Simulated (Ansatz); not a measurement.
Ansatz (a first-principles code) run on PdAu₃ (I4/mmm, 4 atoms in the cell): relaxation of cell and atoms.

Method: LDA (PW92), default PAW files made with PBE (plane waves; Ansatz).

The change in words: atoms on their sites; basis.ecutwfc: 420 eV → 295 eV; relax: default → cell and atoms. Reference geometry:
```
PdAu3
1.0
   -2.06286     2.06286     4.02266
    2.06286    -2.06286     4.02266
    2.06286     2.06286    -4.02266
Pd Au
1 3
Cartesian
  0.00000   0.00000   0.05000
  0.00000   2.06286   2.01133
  2.06286   0.00000   2.01133
  0.00000   0.00000   4.02266
```

Reference input (self-consistent single point, DFT, LDA (PW92), plane waves, default PAW files made with PBE): basis.ecutwfc = 420 eV; kpoints.mp_grid.grid = 8 8 8; hamiltonian.xc = lda; hamiltonian.pseudopotentials = {kind: paw} (the program's default PAW files); scf.occupations.method = fermi_dirac; scf.occupations.width = 0.1 eV. This run's input differs from it in these lines:

Ansatz 0.2 input:
```diff
@@ -6,3 +6,3 @@
   atoms:
-    - { symbol: Pd, position_ang: [-0.000000, 0.000000, 0.050002] }
+    - { symbol: Pd, position_ang: [0.000000, 0.000000, 0.000000] }
     - { symbol: Au, position_ang: [0.000000, 2.062863, 2.011331] }
@@ -11,3 +11,3 @@
 basis:
-  ecutwfc: 420.0
+  ecutwfc: 295.0
 kpoints:
@@ -19,2 +19,4 @@
   occupations: { method: fermi_dirac, width: 0.1 }
+relax:
+  cell: {}
 output:
```

Output (repeated stretches shortened):

```
   [... SCF lines of the steps left out ...]
relax step   1: F+E_penalty+E_count = -45438.88585555 eV  Δ(F+E_penalty+E_count) = +0.000e0 eV  max|allowed force component| = 7.589e-19 eV/Å  Δτ_max = 0.0000 Å  P = -12.869 GPa  Ω = 68.472 Å³  (6 SCF iters, dr2 threshold 1.00e-7 eV, accepted)
relax step   2: F+E_penalty+E_count = -45439.41844365 eV  Δ(F+E_penalty+E_count) = -5.326e-1 eV  max|allowed force component| = 5.204e-18 eV/Å  Δτ_max = 0.0000 Å  P = +33.471 GPa  Ω = 58.900 Å³  energy of the carried Pulay correction = +1.039e0 eV  [...]
   [... lines left out ...]
relax step  12: F+E_penalty+E_count = -45439.10979213 eV  Δ(F+E_penalty+E_count) = -6.231e-3 eV  max|allowed force component| = 2.168e-18 eV/Å  Δτ_max = 0.0000 Å  P = -0.013 GPa  Ω = 63.519 Å³  energy of the carried Pulay correction = +6.190e-3 eV  [...]
relax step  13: F+E_penalty+E_count = -45439.10247171 eV  Δ(F+E_penalty+E_count) = +7.320e-3 eV  max|allowed force component| = 2.168e-18 eV/Å  Δτ_max = 0.0000 Å  P = -0.036 GPa  Ω = 63.519 Å³  stress off target by 3.68e-2 GPa  SCF on the basis [...]
basis re-selected at this cell: Δ(F+E_penalty+E_count) = +7.320e-3 eV, ΔP = -0.022 GPa vs the last step
the relaxation is at rest under the 16 symmetry operations that the run kept from its start: a minimum is not shown …
Free energy (F): -45439.102472 eV
Internal energy: -45439.065085 eV  (E = F + TS)
E sigma→0 (E₀):  -45439.083778 eV
Entropy (-TS):   -0.037386 eV (-9.347 meV/atom)
Fermi energy:    20.869413 eV
--- Forces (eV/Å), atoms counted from 1 ---
  atom   1  Pd     0.00000000     0.00000000     0.00000000
   [... zero for the other atoms too ...]
   [... lines left out ...]
  cell:  # Å, volume = 63.5195 Å³
   [... lines left out ...]
    - [2.013189953368752, 2.013189953368752, -3.9181173441627215]
  atoms:
    - { symbol: Pd, position: [4.683753385137379e-17, 4.683753385137379e-17, 2.2189428004195987e-35] }
    - { symbol: Au, position: [0.75, 0.24999999999999997, 0.5] }
    - { symbol: Au, position: [0.24999999999999997, 0.75, 0.5] }
    - { symbol: Au, position: [0.49999999999999994, 0.49999999999999994, -6.101775138225558e-34] }
```

The run converged.  The full log also holds: “iter 3 did not close the SCF: its close was put off for the readings that it lacked (scf_convergence_deferred on its scf_iter line)”. The full log also holds: “iter 4 did not close the SCF: its close was put off for the readings that it lacked (scf_convergence_deferred on its scf_iter line)”.

Summary of the result:
| Quantity | Result |
|---|---|
| Free energy E − TS (on the zero of these files) | -45439.1025 eV |
| Fermi level (on the code's own zero) | 20.87 eV |
| Pressure | -0.04 GPa |
| Final cell | a = 4.843 Å, b = 4.843 Å, c = 4.843 Å, α = 130.88°, β = 130.88°, γ = 72.01° |
| Final volume per atom | 15.88 Å³ |
| Relaxation steps | 13 |

The starting cell comes from a database of computed structures (which also holds hypothetical and non-ambient phases and stackings), without a prior relaxation at this level. Its lattice was rescaled by up to half a per cent. Spin polarisation is off. The relaxation keeps the symmetry of its start, so its end need not be a minimum. Ansatz's pressure includes its estimate of the finite-basis (Pulay) stress. Without the estimate this run gives -17.62 GPa. The cutoff lies below the one recommended for these files.

Cost on one core of a shared machine: roughly 60 s.
